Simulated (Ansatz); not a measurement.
Take BN in the zinc blende structure (space group F-43m, No. 216) as the base.

```xyz
2
Lattice="0.0000 1.8049 1.8049 1.8049 0.0000 1.8049 1.8049 1.8049 0.0000" Properties=species:S:1:pos:R:3 pbc="T T T"
B      0.0000     0.0000     0.0000
N      0.9024     0.9024     0.9024
```

Cartesian axes are those of the cell as printed.

Level of theory: Kohn–Sham DFT with the r2SCAN functional, run in Ansatz (a program for electronic structure) with PAW and 500 eV plane waves, no spin-orbit coupling.

Strains are applied to the cell and any free atomic positions relax.

One change was made to it. Results:

| quantity | base | after |
|---|---|---|
| band gap | 5.00 eV | 4.48 eV |
| electron mass | 0.87 mₑ along k, 0.29 mₑ across (at X) | 0.81 mₑ along k, 0.29 mₑ across (at X) |
| hole mass | – | 0.50 mₑ (at Γ) |
| smallest direct gap | 9.59 eV | 9.40 eV |

Question: Name the change that was made.
(A) uniaxial strain ε_zz = −2.50 %
(B) uniaxial strain ε_zz = −3.00 %
(C) uniaxial strain ε_zz = −2.00 %

Answer: B, uniaxial strain ε_zz = −3.00 %. For comparison, the band gap in the other runs: uniaxial strain ε_zz = −2.50 % gives 4.57 eV; uniaxial strain ε_zz = −2.00 % gives 4.65 eV.

Masses are band curvatures over ±0.01 Å⁻¹ around the edge. Along k means along the line from Γ to the band edge. No phonon test of stability was made.
